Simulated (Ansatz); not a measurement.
Take KTaO3 in the cubic perovskite structure (space group Pm-3m, No. 221; a = 3.990 Å) as the base. Axes: x, y, z lie along the cube axes.

Level of theory: Ansatz (a quantum-chemistry and plane-wave program) r2SCAN, scalar-relativistic without spin-orbit coupling.

Now apply this change: every lattice vector is stretched by 1.29 %; the atoms relax in the strained cell.

Problem. Predict the stress tensor and what it implies for the stiffness.

Solution. Stress of the strained cell less that of the base (GPa, compression positive):
```
  -7.39    0.00    0.00
   0.00   -7.39    0.00
   0.00    0.00   -7.39
```

Then B = −ΔP/(ΔV/V₀) with ΔV/V₀ = 0.0392 gives secant stiffness values (nonlinear terms included at this strain): B ≈ 188 GPa.

As a check, the harmonic strain energy −½ V₀ Δσ:ε is 11 meV/atom; the computed energy rise is 12 meV/atom.

Whether these cells are dynamically stable was not tested.
